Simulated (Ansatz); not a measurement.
Consider K in the bcc (W type) structure (space group Im-3m, No. 229; a = 5.280 Å).

Calculations: PBE (Ansatz, a program for electronic structure), no spin-orbit coupling.

Base values:

The volume per atom is 73.60 Å³.

Modification: a hydrostatic pressure of 7.5 GPa.

**Question.** What does the calculation give for the volume per atom after the change?

**Answer.** The volume per atom decreases by 34.71 Å³, from 73.60 Å³ to 38.89 Å³.

Load acts through the strain it causes; cell and atoms are relaxed under it. No phonon test of stability was made. Competing high-pressure phases were not computed.
